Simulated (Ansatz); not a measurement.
The starting structures come from a database of crystals and need not be the phases stable at ambient conditions.

 Where the default PAW files enter, the runs use the earlier of Ansatz's two default sets.

By LDA and PBEsol, the system below comes out a metal.

Input:

```xyz
2
Lattice="3.1823 0.0000 0.0000 0.0000 5.6028 0.0000 0.0000 2.8014 1.6174" Properties=species:S:1:pos:R:3 pbc="T T T"
Mo     0.0000     0.0000     0.0000
P      1.5911     3.7352     0.0000
```

Space group of this cell: P-6m2. The cell is taken as given; by PBEsol its mean pressure is -4.4 GPa.

The current runs along the normal of the first two printed vectors, the (110) plane. All runs by Ansatz (an electronic-structure program), plane waves and PAW, without spin-orbit coupling; the base is PBEsol.

```tsv
run	mean pressure (GPa)	G/A, both spins (10¹⁵ S/m²)
base	-4.4	0.62
all lengths scaled by 0.98	11.0	___
all lengths scaled by 1.02	-16.0	0.59
lda in place of pbesol	-7.9	0.62
lengths across the current scaled by 0.98, ions clamped	5.9	___
lengths along the current scaled by 1.03, ions clamped	-9.9	0.62
```

Task: Complete the blanks.

Result: 
- all lengths scaled by 0.98, G/A, both spins (10¹⁵ S/m²): 0.65
- lengths across the current scaled by 0.98, ions clamped, G/A, both spins (10¹⁵ S/m²): 0.64
